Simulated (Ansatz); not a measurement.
Cr2N, element substitutions

The reference is Cr₂N (space group P-31m, No. 162; a = 4.719 Å, c = 4.359 Å; non-magnetic).

Each row replaces one element on all its sites; cell and atoms are relaxed.

All numbers come from Ansatz (a program for electronic structure), PBEsol, PAW, cutoff 420 eV, spin-orbit coupling left out.

Base values:

The lattice parameter a is 4.719 Å.

Problem. The aim is a lattice parameter a between 5.631 Å and 6.064 Å. Which of these changes reaches it?
(A) Cr → W
(B) Cr → Cd
(C) Cr → Mo

Solution. B, Cr → Cd. It gives 5.750 Å; Cr → W gives 5.130 Å; Cr → Mo gives 5.106 Å. Changes not listed may reach it too

No phonon test of stability was made. As relaxed here, Cd2N, W2N and Mo2N are hypothetical phases, not in the database extracts checked. Seeded moments were not kept for the base. All final runs are without spin polarisation. An odd electron count without spin: Cd2N, Cr2N, W2N and Mo2N.
